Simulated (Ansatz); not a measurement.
# Pressure series in hypothetical anti-CdI2 type Li2O

Start from Li2O in the anti-CdI2 type structure (space group P-3m1, No. 164; a = 3.070 Å, c = 3.854 Å; a hypothetical phase, not in the database extracts checked; layered, stacked along the Cartesian z axis).

Cell and atoms are relaxed at each pressure.

Level of theory: DFT with r2SCAN+rVV10, PAW potentials and a 500 eV plane-wave cutoff in Ansatz (an electronic-structure program), no spin-orbit coupling.

Base values:

```
Property   Result
--------  -------
Band gap  2.40 eV
```

Task: The aim is a band gap between 4.25 eV and 4.70 eV. Which of these changes reaches it?
A. pressure 15 GPa
B. pressure 75 GPa
C. pressure 50 GPa
D. pressure 30 GPa

Result: A, pressure 15 GPa. It gives 4.48 eV; pressure 50 GPa gives 5.48 eV; pressure 30 GPa gives 5.31 eV; pressure 75 GPa gives 5.77 eV. Changes not listed may reach it too

From pressure 15 GPa on, the axis ratios lie over 15 % from the base's, so the cell there is far from its starting form. Load acts through the strain it causes; cell and atoms are relaxed under it. Stability against distortions was not tested. Competing high-pressure phases were not computed.
